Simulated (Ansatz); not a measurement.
An Ansatz (a first-principles code) input (PBEsol, PAW, 420 eV (Ansatz; no spin-orbit coupling), earlier PAW set):

Ansatz 0.2 input:
```yaml
crystal:
  lattice:
    - [-2.8532084368, 2.8532084368, 5.6783430249]
    - [2.8532084368, -2.8532084368, 5.6783430249]
    - [2.8532084368, 2.8532084368, -5.6783430249]
  atoms:
    - { symbol: S, position: [0.25, 0.75, 0.5] }
    - { symbol: S, position: [0.75, 0.25, 0.5] }
    - { symbol: O, position: [0, 0, 0] }
    - { symbol: S, position: [0.5, 0.5, 0] }
    - { symbol: Hg, position: [0.6540953951, 0.6540953951, 0.5415250104] }
    - { symbol: Hg, position: [0.1125703847, 0.1125703847, 0.4584749896] }
    - { symbol: Hg, position: [0.3459046049, 0.8874296153, 0] }
    - { symbol: Hg, position: [0.8874296153, 0.3459046049, 0] }
basis: { ecutwfc: 420, ecutrho_ratio: 4, xc_grid: 2, fft_grid_basis: typed }
kpoints: { mp_grid: { grid: [8, 8, 8] } }
hamiltonian:
  xc: pbesol
  dispersion: none
  pseudopotentials: { azcp: { folder: ./paw }, kind: paw }
scf: { occupations: { method: fermi_dirac, width: 0.05 }, convergence: { dr2_threshold: 0.0000000008 } }
output: { forces: true, stress: true }
checkpoint: { write: state.ck, write_every: 1000 }
```

### Question
Which symmetry and how many k-points will the program report, and about how many plane waves at Γ?

### Answer
Space group I-42m (ITA 121) with 8 operations, k-points 59 of 512, and 3611 plane waves at Γ.

Each cell is one ordered arrangement of few atoms, which overstates ordering effects compared with a random alloy. No phonon test of stability was made. The final runs are not spin-polarised. The cell was made from HgS by this change: x(O) = 0.25, 8 atoms, I-42m.
